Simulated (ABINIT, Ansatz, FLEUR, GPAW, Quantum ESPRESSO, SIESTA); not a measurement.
# WSi2 (I4/mmm, 3 atoms in the cell) computed with different codes at matched settings

Self-consistent single point.

```
CELL_PARAMETERS angstrom
     -1.62875     1.62875     3.97294
      1.62875    -1.62875     3.97294
      1.62875     1.62875    -3.97294
ATOMIC_POSITIONS crystal
  Si 0.66500 0.66500 0.00000
  Si 0.33500 0.33500 0.00000
  W  0.00000 0.00000 0.00000
```

All programs got the same cell, k-point mesh and kind of occupations (in Ansatz's words: kpoints.mp_grid.grid = 14 14 14; scf.occupations.method = gaussian; scf.occupations.width = 0.0037 Ry); potentials, basis and cutoffs are each program's usual ones.

| code | model | pressure (GPa) | largest force (eV/Å) | k-points | cutoff |
|---|---|---|---|---|---|
| Quantum ESPRESSO | PBE, GBRV 1.5 ultrasoft (PBE) pseudopotentials | -7.02 | 0.016 | 244 | 40 Ry |
| GPAW | PBE, GPAW PAW datasets PBE (gpaw-data 1.0.1) | -5.13 | 0.011 | 244 | 550 eV |
| SIESTA | GGA PBE, numerical atomic orbitals TZP, PseudoDojo PBE standard norm-conserving potentials (rewritten from UPF to PSML) | -4.68 | 0.034 | 1484 | grid 350 Ry |
| Ansatz | PBE, default PAW files | -5.71 | 0.019 | 244 | 30.9 Ry |
| FLEUR | PBE, all-electron FLAPW (FLEUR), scalar-relativistic valence | – | 0.005 | 244 | Kmax 4.3 1/bohr |
| ABINIT | PBE, norm-conserving pseudopotentials (PseudoDojo nc-sr-05 PBE standard) | -5.61 | 0.017 | 244 | 1007 eV |

A dash marks a value that a program does not give, or that is left out as unsure.

The spread over the programs that give each value: pressure within 2.34 GPa; largest force within 0.029 eV/Å.

The starting cell has typed, rounded lattice constants, without a prior relaxation at this level. Its lattice was rescaled by a random factor within 2.5 % of one. On Ansatz's run: Spin-orbit coupling is off. Spin polarisation is off. In the base run, with a pressure of about -6 GPa the cell is away from its equilibrium volume at this level.

### Question
Why do the programs differ, and what cannot be compared?

### Answer
Differences of this kind can come from the potentials, where these differ, and from what each basis and cutoff leave unconverged. The zero of total energies and Fermi levels follows the potentials and each program's conventions, so they are not compared here. SIESTA uses small atom-centred bases, whose incompleteness enters pressures, forces and empty levels differently from a plane-wave cutoff. FLEUR treats all electrons, but the usual bases taken here (sphere radii, linearisation, local orbitals, empty states) were not tested for convergence, so the values are no reference for the others. Ansatz's pressure is given at a fixed set of plane waves, as the other plane-wave codes print theirs; with its correction for the finite basis it is -5.67 GPa. Ansatz's smearing width was typed in Ry to four decimals, so it matches the others to a few per cent. The programs reduce the same mesh by symmetry to different extents, which changes the work and not the result. In the pressure, Quantum ESPRESSO (by 1.36) lies more than 1 GPa from the median of the plane-wave programs.

Left out of this page: Elk (not drawn, or without a comparable value).

Ansatz is a quantum-chemistry and plane-wave program.

Keys are those of Ansatz 0.2.
